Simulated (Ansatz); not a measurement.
ZrO2: x(C) = 0.5, 6 atoms, R-3m

Base system: ZrO₂ in the fluorite structure (space group Fm-3m, No. 225; a = 5.064 Å).

The other end (x = 1) is ZrC2 in the fluorite structure (space group Fm-3m, No. 225; a hypothetical phase, not in the database extracts checked): 12.36 Å³/atom, gap zero; this end may not be an ambient phase.

One thing is altered: a fraction x = 0.5 of the O sites is given to C, ordered in a cell of 6 atoms (starting symmetry R-3m) and fully relaxed.

All numbers come from PBEsol in Ansatz (plane waves to 420 eV, PAW, spin-orbit coupling left out). Settings: 14×14×14 k-points, 0.05 eV Fermi–Dirac smearing, for the changed cell.

```json
[
 {"quantity": "volume per atom", "base": "10.82 Å³", "changed": "11.48 Å³", "shift": "+0.66 Å³"},
 {"quantity": "shortest interatomic distance", "base": "219.3 pm", "changed": "215.9 pm", "shift": "-3.4 pm"},
 {"quantity": "band gap", "base": "3.33 eV", "changed": "zero", "shift": "–"},
 {"quantity": "mixing energy (to 0.01 eV only: unlike meshes or grids) (against an end that may be hypothetical)", "base": "–", "changed": "+0.17 eV/atom", "shift": "–"},
 {"quantity": "deviation of the volume from the linear (Vegard-type) interpolation", "base": "–", "changed": "-0.9 %", "shift": "–"}
]
```

Each cell is one ordered arrangement of few atoms, which overstates ordering effects compared with a random alloy. Whether these cells are dynamically stable was not tested. The final runs are not spin-polarised. ZrC2 has a high density of states at the Fermi level and may be magnetic at this level. This is not the structure that ZrO2 has at room temperature and ambient pressure.

Ansatz is a quantum-chemistry and plane-wave program.
